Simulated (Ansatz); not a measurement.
Consider the following.

```
CELL_PARAMETERS angstrom
      0.00000     2.26008     2.26008
      2.26008     0.00000     2.26008
      2.26008     2.26008     0.00000
ATOMIC_POSITIONS crystal
  B  0.00000 0.00000 0.00000
  P  0.25000 0.25000 0.25000
```

These are PBEsol with spin-orbit coupling, rigid bands (plane waves, PAW; Ansatz, a quantum-chemistry and plane-wave program) values and carry that method's errors. Geometry: cell and atoms relaxed with PBEsol.

Question: What conductivity effective mass do dilute electrons have at 300 K?

Answer: 0.33 mₑ.

Question: What conductivity effective mass do dilute holes have at 300 K?

Answer: 0.42 mₑ.

Question: And the band gap?

Answer: 1.10 eV at this level; semilocal functionals usually fall short of the measured gap.

Rigid bands, one relaxation time for all states, no polarons.
